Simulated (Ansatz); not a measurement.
The starting structures come from a database of crystals and need not be the phases stable at ambient conditions.

 Where the default PAW files enter, the runs use the earlier of Ansatz's two default sets.

The decay constant κ of evanescent states in the gap governs leakage through a thin film.

Given:

```yaml
crystal:
  lattice:
    - [4.57138, 0.00000, 0.00000]
    - [0.00000, 9.14356, 0.00000]
    - [0.00000, 0.00000, 6.47970]
  atoms:
    - { symbol: Te, position: [0.25000, 0.12508, 0.24998] }
    - { symbol: Te, position: [0.75000, 0.87492, 0.75002] }
    - { symbol: Te, position: [0.75000, 0.37492, 0.74998] }
    - { symbol: Te, position: [0.25000, 0.62508, 0.25002] }
    - { symbol: Pb, position: [0.25000, 0.12488, 0.74998] }
    - { symbol: Pb, position: [0.75000, 0.87512, 0.25002] }
    - { symbol: Pb, position: [0.75000, 0.37512, 0.24998] }
    - { symbol: Pb, position: [0.25000, 0.62488, 0.75002] }
```

Space group of this cell: Pmmn. The cell was relaxed by PBE-D3(BJ); by r2SCAN its mean pressure is 1.4 GPa.

Transport runs along the normal of the first two printed cell vectors.

The gap is the functional's own, uncorrected, and κ follows it; spin-orbit coupling is left out. Mid-gap values are interpolated between the computed energies.

Q: Compute, with Ansatz (a quantum-chemistry and plane-wave program) with r2SCAN, the band gap and the smallest decay constant κ at mid-gap.

A: Gap 1.03 eV on a 8×4×6 mesh; κ = 0.074 1/Å, at the zone centre.
